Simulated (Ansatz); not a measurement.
Base system: Zr in the hcp (Mg type) structure (space group P6_3/mmc, No. 194; a = 3.182 Å, c = 5.124 Å; relaxed with 0.1 eV smearing). Axes: x lies along a and z along c of the hexagonal cell.

Method: plane-wave PAW DFT at the PBEsol level (Ansatz, a quantum-chemistry and plane-wave program, 420 eV), without spin-orbit coupling.

Base values:

| Property | Result |
|---|---|
| Pressure | 0.0 GPa |
| Shortest interatomic distance | 3.153 Å |

Perturbation: the cell is compressed by 2.00 % along x with no lateral relaxation, atoms relaxed at fixed cell.

### Question
Predict the new energy relative to the base, largest internal atomic displacement, pressure and shortest interatomic distance.

### Answer
The energy increases by 3.8 meV/atom; the largest internal atomic displacement is 0.035 Å; the pressure (mean of the normal stresses, compression positive) goes from zero to 1.9 GPa; the shortest interatomic distance decreases by 0.041 Å to 3.112 Å.

The cells carry an imposed strain or load. Stability against distortions was not tested. The final runs are not spin-polarised.
